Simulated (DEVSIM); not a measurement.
System: W/TiO2/p-InP capacitor, at 300 K.

| layer (left to right) | material | thickness (nm) | Na (cm⁻³) |
|---|---|---|---|
| 1 | TiO2 | 16.0 | - |
| 2 | InP | 410 | 2.3e18 |

Metal gate on the left, work function 4.6 eV. Fixed charge at the semiconductor interface 2.4e11 cm⁻² (in units of +e); no interface traps.

This is a model device: material constants are rounded textbook-type values typed into the input, and sizes, dopings and lifetimes were drawn at random. Values at 300 K.

```csv
parameter,TiO2,InP
gap (eV),3.2,1.344
affinity (eV),3.9,4.38
permittivity,60,12.5
Nc (cm⁻³),-,5.7e17
Nv (cm⁻³),-,1.1e19
```

DEVSIM, 1D Poisson equation in equilibrium, Boltzmann statistics, complete ionisation; no quantum confinement or tunnelling. Metal contacts follow the ideal Schottky-Mott rule: no Fermi-level pinning, no interface dipoles.

### Question
Tabulate band edges, carrier densities and field at -0.2 V on the gate.

### Answer
Energies count from the Fermi level of the right contact; mesh points crowd at the junctions.

```csv
x (μm),Ec (eV),Ev (eV),n (cm⁻³),p (cm⁻³),field (V/cm)
0.000,0.900,-2.300,< 1e2,< 1e2,130000
0.0009980,0.913,-2.287,< 1e2,< 1e2,130000
0.002726,0.935,-2.265,< 1e2,< 1e2,130000
0.005925,0.977,-2.223,< 1e2,< 1e2,130000
0.01147,1.049,-2.151,< 1e2,< 1e2,130000
0.01396,1.081,-2.119,< 1e2,< 1e2,130000
0.01545,1.101,-2.099,< 1e2,< 1e2,130000
0.01664,0.670,-0.674,3200000,5.2e7,640000
0.01838,0.776,-0.568,53000,3.1e9,580000
0.02157,0.943,-0.401,< 1e2,2.0e12,470000
0.02761,1.167,-0.177,< 1e2,1.2e16,270000
0.04552,1.303,-0.041,< 1e2,2.3e18,1900
0.07305,1.304,-0.040,< 1e2,2.3e18,≈ 0
0.1253,1.304,-0.040,< 1e2,2.3e18,≈ 0
0.2643,1.304,-0.040,< 1e2,2.3e18,≈ 0
0.3413,1.304,-0.040,< 1e2,2.3e18,≈ 0
0.3819,1.304,-0.040,< 1e2,2.3e18,≈ 0
0.4033,1.304,-0.040,< 1e2,2.3e18,≈ 0
0.4172,1.304,-0.040,< 1e2,2.3e18,≈ 0
0.4219,1.304,-0.040,< 1e2,2.3e18,≈ 0
0.4244,1.304,-0.040,< 1e2,2.3e18,≈ 0
0.4260,1.304,-0.040,< 1e2,2.3e18,≈ 0
```
